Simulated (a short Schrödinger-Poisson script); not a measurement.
Structure: MOS inversion layer, Al2O3 on p-type GaN, at 400 K.

| layer | material | thickness (nm) | Na (cm⁻³) |
|---|---|---|---|
| 1 | Al2O3 | 4 | - |
| 2 | GaN | 2000 | 1e17 |

The device is made up for the run: typed textbook-type constants, with dimensions and the other settings drawn at random. Al2O3: permittivity 9, conduction-band edge (eV) 2.75, gap (eV) 6.8, electron mass (mₑ) 0.3. GaN: permittivity 9.5, conduction-band edge (eV) 0, gap (eV) 3.43, Nv at 300 K (cm⁻³) 4.6e19.

Channel valleys (confinement mass, in-plane density-of-states mass, number): Γ 0.2, 0.2, 1. At the gate the conduction-band edge of layer 1 lies 3.06 eV − eVg above the Fermi level of the channel; the field vanishes at the back. Gaps are held at their typed values at every temperature. Mesh 0.03 nm at interfaces.

From a short Schrödinger-Poisson script (our own, NumPy): 1D Poisson equation in equilibrium, electrons classical, Fermi-Dirac, parabolic valleys, classical holes, full ionisation, no traps, pinning or gate leakage.

The same stack at other levels of the model or other numerical settings:

```tsv
run	sheet density of all electrons at Vg = 1.15 V (cm⁻²)	sheet density of all electrons at Vg = 0.55 V (cm⁻²)	capacitance at Vg = 1.15 V (μF/cm²)	centroid of the channel electrons at Vg = 1.15 V (nm)	rough cost against the base
base	5.62e12	6.53e11	1.45	1.16	about 1
electrons treated as classical, Boltzmann	6.83e12	?	1.80	0.57	0.2
electrons treated as quantum, Hartree	4.77e12	3.17e11	1.37	1.98	3
electrons treated as quantum, Hartree plus LDA exchange-correlation	5.12e12	3.98e11	1.41	?	6
mesh six times as coarse	5.53e12	?	1.43	1.24	0.4
```

Task: Some entries are withheld; supply them.

Result: 
- electrons treated as classical, Boltzmann, sheet density of all electrons at Vg = 0.55 V (cm⁻²): 7.38e11
- mesh six times as coarse, sheet density of all electrons at Vg = 0.55 V (cm⁻²): 6.31e11
- electrons treated as quantum, Hartree plus LDA exchange-correlation, centroid of the channel electrons at Vg = 1.15 V (nm): 1.88

The classical rows ignore confinement, and Boltzmann statistics overrate the density once the band edge passes the Fermi level.

In real p-type GaN the Mg acceptor is only partly ionised, and so wide a gap doesn't supply an inversion layer without source and drain.
